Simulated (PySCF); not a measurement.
PySCF 2.14.0, unrestricted R2SCAN/def2-svp, df: selenium hexafluoride cation (F[Se](F)(F)(F)(F)F), charge +1, multiplicity 2, 7 atoms. The geometry is a generated start, not checked to be a minimum at this level.

```yaml
task: energy
method: r2scan
basis: def2-svp
two_electron_scheme: density fitting
mol.max_memory: 3000 MB
mf.max_cycle: 100
mf.init_guess: minao (default)
mf.DIIS: CDIIS (default)
mf.diis_space: 8 (default)
mf.conv_tol: 1e-09 (default)
mf.grids.level: 3 (default)
basis_functions: 116
grid_points: 106000
```

```xyz
7

F      0.7143    -0.5008    -1.4750
Se     0.0007    -0.0002    -0.0007
F      1.3741    -0.5602     0.8574
F     -0.7324    -1.5401     0.1682
F     -1.3758     0.5595    -0.8552
F      0.7340     1.5399    -0.1679
F     -0.7150     0.5019     1.4734
```

Charge 1 and multiplicity 2 are set for this test and not shown to be the ground state.

One run each on 2 threads, 1 BLAS thread. Values of level_shift (Hartree) tried: 0 (default), 0.1, 0.3, 1.

Q: Predict the course of the Fock builds along this series.

A: Fewest Fock builds: 0 (default) with 33. The run ends without SCF convergence in 100 cycles at 0.1, 0.3, 1.

| level_shift (Hartree) | Fock builds | end |
|---|---|---|
| 0 (default) | 33 | same solution |
| 0.1 | 101 | no convergence |
| 0.3 | 101 | no convergence |
| 1 | 101 | no convergence |
